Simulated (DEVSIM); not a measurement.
System: Pd/HfO2/n-GaAs capacitor, at 300 K.

```
layer (left to right)  material  thickness (nm)  Nd (cm⁻³)
---------------------  --------  --------------  ---------
1                          HfO2            13.0          -
2                          GaAs           13000     2.6e15
```

Metal gate on the left, work function 5.2 eV. Fixed charge at the semiconductor interface -4.6e11 cm⁻² (in units of +e); no interface traps.

This is a model device: material constants are rounded textbook-type values typed into the input, and sizes, dopings and lifetimes were drawn at random. Values at 300 K.

| parameter | HfO2 | GaAs |
|---|---|---|
| gap (eV) | 5.7 | 1.424 |
| affinity (eV) | 2.5 | 4.07 |
| permittivity | 22 | 12.9 |
| Nc (cm⁻³) | - | 4.7e17 |
| Nv (cm⁻³) | - | 9e18 |

DEVSIM, 1D Poisson equation in equilibrium, Boltzmann statistics, complete ionisation; no quantum confinement or tunnelling. Metal contacts follow the ideal Schottky-Mott rule: no Fermi-level pinning, no interface dipoles.

The substrate doping was swept, all else fixed.

```
substrate doping (cm^-3)  flat-band voltage (V)  minimum of the low-frequency capacitance (μF/cm²)  threshold voltage (band bending 2φF) (V)
------------------------  ---------------------  -------------------------------------------------  ----------------------------------------
1.3e14                                     0.97                                         (withheld)                                (withheld)
2.6e14                                     0.99                                            0.00548                                      0.02
5.2e14                                     1.00                                            0.00751                                      0.00
1.3e15                                     1.03                                             0.0116                                     -0.03
2.6e15                                     1.04                                             0.0161                                     -0.06
5.2e15                                     1.06                                             0.0223                                     -0.08
```

### Question
Some entries are withheld; supply them.

### Answer

- 1.3e14, minimum of the low-frequency capacitance (μF/cm²): 0.00402
- 1.3e14, threshold voltage (band bending 2φF) (V): 0.04
